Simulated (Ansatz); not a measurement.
Base system: Be$_{3}$N$_{2}$ (space group R3m, No. 160; a cell from a computed database, its experimental status unchecked).

```xyz
5
Lattice="1.4175 0.8184 4.8524 -1.4175 0.8184 4.8524 0.0000 -1.6368 4.8524" Properties=species:S:1:pos:R:3 pbc="T T T"
Be     0.0000     0.0000     2.0538
Be     0.0000     0.0000     9.9332
Be     0.0000     0.0000    13.2632
N      0.0000     0.0000    11.5849
N      0.0000     0.0000     4.2440
```

Cartesian axes are those of the cell as printed.

One thing is altered: compressive biaxial strain of 0.58 % in the plane normal to [001], as in epitaxy on a mismatched substrate; the out-of-plane cell vector and the atoms relax.

Levels (all Ansatz, a quantum-chemistry and plane-wave program, PAW): PBEsol (420 eV, scalar-relativistic without spin-orbit coupling); r2SCAN (500 eV, without spin-orbit coupling); HSE06 (420 eV, scalar-relativistic without spin-orbit coupling).

At the geometry relaxed with PBEsol, these levels gave the following band gaps, in shuffled order: (a) 3.41 eV, (b) 4.02 eV, (c) 2.64 eV.

### Question
Match each gap to its level.

### Answer
(a) r2SCAN; (b) HSE06; (c) PBEsol.

Single points use the geometry relaxed with PBEsol. HSE06 gaps are upper bounds (no full band path). Whether these cells are dynamically stable was not tested.
